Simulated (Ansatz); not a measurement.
Start from Ru in the hcp (Mg type) structure (space group P6_3/mmc, No. 194; a = 2.691 Å, c = 4.249 Å; relaxed with 0.1 eV smearing). Axes: x lies along a and z along c of the hexagonal cell.

Method: PBEsol, PAW, 420 eV (Ansatz, a quantum-chemistry and plane-wave program; spin-orbit coupling left out).

Strains are applied to the cell and any free atomic positions relax; under biaxial strain the out-of-plane vector relaxes too.

One change was made to it. Results:

```json
[
 {"quantity": "volume per atom", "base": "13.33 Å³", "after": "13.72 Å³"},
 {"quantity": "pressure (mean of the normal stresses, compression positive)", "base": "0.0 GPa", "after": "-8.6 GPa"}
]
```

Which change produced these results?
A) biaxial strain +3.00 %, plane normal [001], relaxed out of plane
B) biaxial strain +2.00 %, plane normal [001], relaxed out of plane
C) biaxial strain +2.50 %, plane normal [001], relaxed out of plane
D) biaxial strain +1.00 %, plane normal [001], relaxed out of plane
E) biaxial strain −2.50 %, plane normal [001], relaxed out of plane

B, biaxial strain +2.00 %, plane normal [001], relaxed out of plane. For comparison, the pressure in the other runs: biaxial strain +1.00 %, plane normal [001], relaxed out of plane gives -4.6 GPa; biaxial strain +3.00 %, plane normal [001], relaxed out of plane gives -12.0 GPa; biaxial strain +2.50 %, plane normal [001], relaxed out of plane gives -10.4 GPa; biaxial strain −2.50 %, plane normal [001], relaxed out of plane gives 14.2 GPa.

Stability against distortions was not tested. The final runs are not spin-polarised.
